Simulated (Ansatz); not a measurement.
YN under load (space group Fm-3m): band-edge transport data

Input:

```
CELL_PARAMETERS angstrom
      0.00000     2.47682     2.47682
      2.47682     0.00000     2.47682
      2.47682     2.47682     0.00000
ATOMIC_POSITIONS crystal
  Y  0.00000 0.00000 0.00000
  N  0.50000 0.50000 0.50000
```

Level of theory: r2SCAN, rigid bands (plane waves, PAW, scalar-relativistic; Ansatz, a program for electronic structure). Condition of this run: hydrostatic pressure of -9 GPa (compression positive) (the target of the relaxation). Cell: cell and atoms relaxed with PBEsol, then loaded as said.

```
Quantity                                                                                                                                                        Value
---------------------------------------------------------------------------------------------------------------------------------------  ----------------------------
band gap                                                                                                                                                      0.64 eV
electron conductivity mass (300 K, dilute)                                                                                                                    0.24 mₑ
hole conductivity mass (300 K, dilute)                                                                                                                        0.53 mₑ
effective density of states N_c (300 K)                                                                                                                   1.5e19 cm⁻³
effective density of states N_v (300 K)                                                                                                                   3.9e19 cm⁻³
density-of-states mass, electrons                                                                                                                             0.70 mₑ
density-of-states mass, holes                                                                                                                                 1.33 mₑ
Seebeck coefficient, n-type 1e19 cm⁻³, 300 K                                                                                                                -249 μV/K
best n-type power factor at 300 K for τ = 10 fs (best axis; densities from 1e16 to 1e21 cm⁻³ tried, whether or not they can be reached)   9.2 μW/(cm·K²) at 3e19 cm⁻³
Seebeck coefficient, p-type 1e19 cm⁻³, 300 K                                                                                                                 331 μV/K
best p-type power factor at 300 K for τ = 10 fs (best axis; densities from 1e16 to 1e21 cm⁻³ tried, whether or not they can be reached)  11.7 μW/(cm·K²) at 1e20 cm⁻³
```

Rigid bands; masses and Seebeck coefficients take one relaxation time τ for all states and one kind of carrier; polarons and phonon drag are left out. Spin-orbit coupling is left out; where it splits the top of the valence band, N_v and the p-type Seebeck coefficient come out somewhat high without it. Geometry: cell and atoms relaxed with PBEsol.
